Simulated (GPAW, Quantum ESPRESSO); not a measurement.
A Quantum ESPRESSO input for a self-consistent single point of LiPd₇ (Fm-3m, 8 atoms in the cell) (DFT, PBEsol, plane waves, GBRV 1.5 ultrasoft (PBESOL) pseudopotentials):

```fortran
&control
    calculation = 'scf'
    prefix = 'scf'
    outdir = './work'
    pseudo_dir = './'
    tprnfor = .true.
    tstress = .true.
/
&system
    ibrav = 0
    nat = 8
    ntyp = 2
    ecutwfc = 40
    ecutrho = 320
    occupations = 'smearing'
    smearing = 'fd'
    degauss = 0.0099958
    nspin = 2
    starting_magnetization(2) = 0.062
/
&electrons
    conv_thr = 1e-10
    mixing_beta = 0.3
/
ATOMIC_SPECIES
Li     6.9400  li_pbesol_v1.4.uspp.F.UPF
Pd   106.4200  pd_pbesol_v1.4.uspp.F.UPF
CELL_PARAMETERS angstrom
   0.0000000000     3.8080060000     3.8080060000
   3.8080060000     0.0000000000     3.8080060000
   3.8080060000     3.8080060000     0.0000000000
ATOMIC_POSITIONS crystal
Li    0.0000000000    0.0000000000    0.0000000000
Pd    0.5000000000    0.5000000000    0.5000000000
Pd    0.0000000000    0.0000000000    0.5000000000
Pd    0.5000000000    0.5000000000    0.0000000000
Pd    0.5000000000    0.0000000000    0.0000000000
Pd    0.0000000000    0.5000000000    0.5000000000
Pd    0.0000000000    0.5000000000    0.0000000000
Pd    0.5000000000    0.0000000000    0.5000000000
K_POINTS automatic
5 5 5  0 0 0
```

Write the same calculation as an input for GPAW.

One input that does it (others would too):

```python
from ase import Atoms
from ase.units import GPa
from gpaw import GPAW, PW, FermiDirac

atoms = Atoms(['Li', 'Pd', 'Pd', 'Pd', 'Pd', 'Pd', 'Pd', 'Pd'],
              cell=[[0.000000, 3.808006, 3.808006],
                    [3.808006, 0.000000, 3.808006],
                    [3.808006, 3.808006, 0.000000]],
              positions=[[0.000000, 0.000000, 0.000000],
                         [3.808006, 3.808006, 3.808006],
                         [1.904003, 1.904003, 0.000000],
                         [1.904003, 1.904003, 3.808006],
                         [0.000000, 1.904003, 1.904003],
                         [3.808006, 1.904003, 1.904003],
                         [1.904003, 0.000000, 1.904003],
                         [1.904003, 3.808006, 1.904003]],
              pbc=True)

atoms.set_initial_magnetic_moments([0.0, 1.0, 1.0, 1.0, 1.0, 1.0, 1.0, 1.0])

calc = GPAW(spinpol=True,
            mode=PW(550),
            xc='PBEsol',
            kpts=(5, 5, 5),
            occupations=FermiDirac(0.136),
            nbands=-14,
            symmetry={'symmorphic': False, 'tolerance': 0.0005},
            maxiter=120)

atoms.calc = calc

energy = atoms.get_potential_energy()
print('Energy (eV):', round(energy, 6))
forces = atoms.get_forces()
print('Forces (eV/Ang):')
print(forces.round(5))
stress = atoms.get_stress()
print('Stress (GPa, Voigt):', (stress / GPa).round(4))
```

Basis, cutoffs, solver keys and any potentials are the target program's own. This input uses DFT PBEsol, plane waves, GPAW PAW datasets PBEsol (made by gpaw-setup). Both were run: pressure 7.18 GPa in Quantum ESPRESSO and 6.74 in GPAW; size of the net moment 0.00 μB/atom in Quantum ESPRESSO and 0.00 in GPAW.

On Quantum ESPRESSO: the starting cell comes from a database of computed structures (which also holds hypothetical and non-ambient phases and stackings), without a prior relaxation at this level. For this run, on top of that: lattice scaled by 0.98. The starting moments vanished: the run ended non-magnetic. With a pressure of about 7 GPa the cell is away from its equilibrium volume at this level.

On GPAW: the starting cell comes from a database of computed structures (which also holds hypothetical and non-ambient phases and stackings), without a prior relaxation at this level. For this run, on top of that: lattice scaled by 0.98. The starting moments vanished: the run ended non-magnetic. With a pressure of about 7 GPa the cell is away from its equilibrium volume at this level.
